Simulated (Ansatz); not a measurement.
The reference is ZnS (space group P4_2/mnm, No. 136; a = 6.5179 Å, c = 3.8080 Å; a hypothetical phase, not in the database extracts checked).

Perturbation: a hydrostatic pressure of 5 GPa.

Levels (all Ansatz, a program for electronic structure, PAW): PBEsol (420 eV, no spin-orbit coupling); HSE06 (420 eV, scalar-relativistic without spin-orbit coupling).

The geometry is relaxed with PBEsol.

```
Quantity          Result
---------------  -------
PBEsol band gap  2.48 eV
```

With HSE06 at the same geometry, the band gap rises by 1.38 eV to 3.86 eV.

Single points use the geometry relaxed with PBEsol. Load acts through the strain it causes; cell and atoms are relaxed under it. No phonon test of stability was made. Competing high-pressure phases were not computed.
